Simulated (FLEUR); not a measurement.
Band structure of CoH (Fm-3m, 2 atoms in the cell).

```
CELL_PARAMETERS angstrom
      0.00000     1.84296     1.84296
      1.84296     0.00000     1.84296
      1.84296     1.84296     0.00000
ATOMIC_POSITIONS crystal
  Co 0.00000 0.00000 0.00000
  H  0.50000 0.50000 0.50000
```
Moments meant for the start (each program seeds them in its own way; μB, in the order of the atoms Co H): 3.0 0.0.

Computed with PBEsol, all-electron FLAPW (FLEUR), scalar-relativistic valence.

Settings: Kmax = 4.8 1/bohr; GmaxXC = 19.2 1/bohr; xcFunctional = PBEs; jspins = 2; l_soc = F; mode = hist; fermiSmearingEnergy = 0.00734986 Htr; mesh (inpgen div1-3) = 15 15 15; inpgen gamma flag = false; Gmax = 19.2 1/bohr; numbands = 0; maxIterBroyd = 15; imix = Anderson; alpha = 0.05.

The starting cell comes from a database of computed structures (which also holds hypothetical and non-ambient phases and stackings), without a prior relaxation at this level. Values depend on the basis (sphere radii, cutoffs, local orbitals), which need not be converged.

Levels in eV from the Fermi level, bands 6 to 12 of the first spin channel:
| point | 6 | 7 | 8 | 9 | 10 | 11 | 12 |
|---|---|---|---|---|---|---|---|
| Γ | -2.67 | -2.67 | -1.60 | -1.60 | 14.97 | 20.41 | 20.99 |
| X | -0.88 | -0.69 | -0.69 | 0.32 | 3.91 | 10.89 | 10.89 |
| W | -3.47 | -1.83 | -0.69 | 3.27 | 5.45 | 5.45 | 8.20 |
| K | -2.63 | -1.54 | -0.95 | 2.54 | 3.73 | 6.35 | 13.30 |
| L | -2.84 | -2.84 | -0.89 | -0.89 | 3.93 | 12.53 | 20.82 |
| U | -2.63 | -1.54 | -0.95 | 2.54 | 3.73 | 6.35 | 13.30 |
